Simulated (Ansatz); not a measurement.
ZnO (model structure, within 0.1 Å of P4/mmm, No. 123, 4 atoms in the cell), treated with r²SCAN (Ansatz, a quantum-chemistry and plane-wave program, plane waves, PAW).

Run with plane-wave cutoff 560 eV, 18×18×14 k mesh (along the axes of the cell as run), Fermi–Dirac smearing 0.05 eV, scalar-relativistic PAW data made under PBE.

Cell (relaxed at this level):

```
ZnO
1.0
    3.97666     0.00000     0.00000
    0.00000     3.97666     0.00000
    0.00000     0.00000     3.70024
Zn O
2 2
Direct
  0.50000   0.00000   0.00085
  0.00000   0.50000   0.99915
  0.00000   0.00000   0.00000
  0.50000   0.50000   0.00000
```

Task: Give the computed band gap.

Result: 
- band gap: 0.18 eV (on the SCF k mesh)

Note: the cell has widely spaced layers and the level no dispersion term, so their spacing and the moduli can rest on weak binding.

Static lattice: no zero-point or thermal effects.

Computing time: about 15 core-minutes (a rough figure).

A model structure was made by putting elements into a prototype or built by hand; it is no filed structure, need not be a known phase, and can be a saddle point held by its symmetry.
